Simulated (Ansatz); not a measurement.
**BAs: energy against volume**

BAs (zinc blende, F-43m, 13.548 Å³/atom and stress up to 0.01 GPa in the relaxed cell, cube axes along x, y and z) under hydrostatic pressure, with the cell free. PBEsol in Ansatz, a plane-wave DFT program (PAW, default set), 420 eV, 12×12×12 Γ-centred mesh, Fermi-Dirac smearing 0.05 eV; ions are relaxed, or left where forces stay under 0.02 eV/Å, within the symmetry of each cell.

Here V stands for volume and E for E less E0.

```
volume (Å³/atom)  E less E0 (meV/atom)  pressure (GPa)
----------------  --------------------  --------------
13.7478                           1.26           -1.99
13.6458                           0.30           -0.99
13.5484                           0.00            0.00
13.4629                           0.23            0.90
13.3532                           1.26            2.10
13.1458                           5.52            4.50
12.7981                              ?               ?
```

Task: Using the third-order Birch-Murnaghan form, a cubic in V^(-2/3), estimate the missing E at V = 12.7981 from the other rows, showing the fit.

Result: With u = V^(-2/3) - 0.1765, the rows have u = -0.0022480, -0.0013807, -0.0005424, 0.0002018, 0.0011682, 0.0030320. Least squares gives E = 0.122 + 467.4·u + 433069·u² - 3600·u³. Residuals (row less fit): 0.000, -0.002, 0.004, -0.004, 0.001, 0.000; standard error 0.004 (degrees of freedom: 2). Its minimum lies at u = -0.0005396, so V0 = (0.1759604)^(-3/2) = 13.55. There d²E/du² = 866100 and d³E/du³ = -21600, so B0 = (4/9) × 13.55^(-7/3) × 866100 × 0.160218 = 141 GPa (the last factor turns the table's units into GPa), and B0' = 4 + (2/3) × 0.1759604 × (-21600)/866100 = 4.0. B0' rests on the cubic coefficient alone and has a standard error of 0.4 from these residuals. At the withheld row, u = 0.0062692, so E = 0.122 + 467.4 × 0.0062692 + 433069 × 0.0062692² - 3600 × 0.0062692³ = 20.072 meV/atom. The calculation gives 20.05 meV/atom, 0.022 meV/atom below the prediction (0.1 % of the range of E in the table). The row lies outside the fitted rows, so this is an extrapolation. The scatter of the fitted rows lies at the last printed digit.

Other structures, which can take over under pressure, weren't tried. The same form fitted to the pressure column gives B0' = 4.1; series where the two differ by over 0.4 aren't shown. Rows are the converged runs of the series near zero and its far end, less any whose ions stayed unrelaxed beside relaxed ones; series whose fitted rows scatter by over a few per cent of the range, as at a crossing or softening among them, aren't shown in this form.
